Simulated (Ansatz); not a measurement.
For MoP (P-6m2, relaxed from the WC type) at 775 K, the quasi-harmonic free energy with DFT at the PBEsol level (Ansatz, an electronic-structure program) gives a volume expansion coefficient α_V = 20.18 × 10⁻⁶ K⁻¹, an isothermal bulk modulus B_T = 216.8 GPa, a molar volume V_m = 17.283 cm³/mol and C_V = 50.13 J/(mol K). The cell was generated from a structure type, relaxed within its symmetry, and need not be the phase found at ambient conditions. The run noted for some of its cells that some bands missed the eigensolver's tolerance.

Task: Work out the Grüneisen parameter, C_P and the adiabatic bulk modulus.

Result: γ = α_V B_T V_m / C_V = 1.51. C_P − C_V = α_V² B_T V_m T = 1.18 J/(mol K), so C_P = 51.31 J/(mol K). B_S = B_T C_P/C_V = B_T (1 + α_V γ T) = 221.9 GPa.
